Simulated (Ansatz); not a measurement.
ZnS, pressure series

Take ZnS in the zinc blende structure (space group F-43m, No. 216; a = 5.357 Å) as the base.

Cell and atoms are relaxed at each pressure.

Computed with Ansatz (a first-principles code) PBEsol, no spin-orbit coupling.

| pressure (GPa) | volume per atom (Å³/atom) |
|---|---|
| -2 | 19.731 |
| -1 | 19.460 |
| 0 | 19.213 |
| 0.9 | 18.997 |
| 4.5 | 18.258 |
| 9 | 17.510 |
| 15 | 16.712 |
| 22.5 | ? |
| 30 | 15.284 |

### Question
Fit the third-order Birch–Murnaghan form P(V) = (3B₀/2)[(V₀/V)^(7/3) − (V₀/V)^(5/3)]·[1 + (3/4)(B₀′ − 4)((V₀/V)^(2/3) − 1)] (squares taken in P) to the rows shown and predict the withheld row.

### Answer
Least squares on the printed values gives V₀ = 19.210 Å³/atom, B₀ = 79.2 GPa, B₀′ = 4.4; this predicts 15.922 Å³/atom, and the run gives 15.922 Å³/atom, in agreement.

Measured bulk modulus of ZnS: 77.1 GPa (temperature not stated; as listed in Cormac Toher et al., Physical Review Materials (2017)); the computed value is for a static lattice, so the two differ by thermal effects too.

Load acts through the strain it causes; cell and atoms are relaxed under it. Whether these cells are dynamically stable was not tested. Measured, ZnS leaves this structure (for rock salt) near 14.7 GPa (temperature not stated; as listed in Datta, Sujoy, Jana, Debnarayan, arXiv (2020)), on rising pressure, with hysteresis.
